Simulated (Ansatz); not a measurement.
The parent structure is Ca(OH)₂ (space group P-3m1, No. 164; a = 3.561 Å, c = 4.768 Å; layered).

Calculations: PBEsol (Ansatz, a program for electronic structure), scalar-relativistic without spin-orbit coupling.

Base values:

| Item | Value |
|---|---|
| Electron mass | 0.53 mₑ along c, 0.45 mₑ across (at Γ) |

One thing is altered: cell and atoms relaxed at a pressure of 1.5 GPa.

How does this affect the electron mass?

The electron mass becomes 0.52 mₑ along c, 0.44 mₑ across (at Γ) (base: 0.53 mₑ along c, 0.45 mₑ across (at Γ)).

What happens to the mean gap deformation potential ΔEg/Δln V?

The mean gap deformation potential ΔEg/Δln V is -3.9 eV.

Load acts through the strain it causes; cell and atoms are relaxed under it. Effective masses come from finite differences of ±0.01 Å⁻¹. Stability against distortions was not tested. No dispersion term is included in the PBEsol runs.
